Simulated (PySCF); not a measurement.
PySCF 2.14.0, HF/def2-svp, df: Zr(Cl)(OH)(OMe)2 (C[O][Zr]([OH])([Cl])[O]C), 14 atoms. The geometry is a generated start, not checked to be a minimum at this level.

```json
{
 "task": "energy",
 "method": "hf",
 "basis": "def2-svp",
 "two_electron_scheme": "density fitting",
 "mol.max_memory": "3000 MB",
 "mf.max_cycle": "100",
 "mf.init_guess": "minao (default)",
 "mf.DIIS": "CDIIS (default)",
 "mf.diis_space": "8 (default)",
 "mf.conv_tol": "1e-09 (default)",
 "effective_core_potentials": "those of the basis set, past Kr",
 "basis_functions": "154"
}
```

```xyz
14

Zr    -0.4465     0.8211    -0.0667
Cl    -0.2606     3.0579    -0.5220
O     -0.8549     0.3873     1.7133
H     -0.9800    -0.4832     2.1106
O      1.2595     0.0964    -0.3701
C      2.2537     0.6347     0.4705
H      2.2605     0.1009     1.4402
H      3.2345     0.5037    -0.0090
H      2.0860     1.7219     0.6457
O     -1.6328    -0.0275    -1.2391
C     -1.7106    -1.4213    -1.0720
H     -2.3585    -1.6687    -0.2088
H     -2.1525    -1.8701    -1.9728
H     -0.6978    -1.8530    -0.9198
```

Charge 0 and multiplicity 1 are set for this test and not shown to be the ground state.

One run each on 2 threads, 1 BLAS thread. Values of level_shift (Hartree) tried: 0 (default), 0.1, 0.3, 1.

Problem. Predict the course of the Fock builds along this series.

Solution. Fewest Fock builds, within one of each other: 0 (default) with 13, 0.1 with 13. The count rises to 24 at 1. All converge to one solution.

```
level_shift (Hartree)  Fock builds            end
---------------------  -----------  -------------
0 (default)                     13  same solution
0.1                             13  same solution
0.3                             15  same solution
1                               24  same solution
```
